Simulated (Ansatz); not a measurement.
The reference is Pb in the fcc (Cu type) structure (space group Fm-3m, No. 225; relaxed with 0.1 eV smearing).

```xyz
1
Lattice="0.0000 2.4671 2.4671 2.4671 0.0000 2.4671 2.4671 2.4671 0.0000" Properties=species:S:1:pos:R:3 pbc="T T T"
Pb     0.0000     0.0000     0.0000
```

Cartesian axes are those of the cell as printed.

Calculations: PBEsol (Ansatz, an electronic-structure program; PAW; 420 eV plane waves; spin-orbit coupling left out).

Before the change:

The volume per atom comes out as 30.03 Å³.

Perturbation: compressive biaxial strain of 0.50 % in the plane normal to [001], as in epitaxy on a mismatched substrate; the out-of-plane cell vector and the atoms relax.

Task: How does this affect the volume per atom and in-plane stress?

Result: The volume per atom drops by 0.08 Å³ (30.03 Å³ → 29.95 Å³); the mean in-plane stress (compression positive) is +0.2 GPa.

Whether these cells are dynamically stable was not tested.
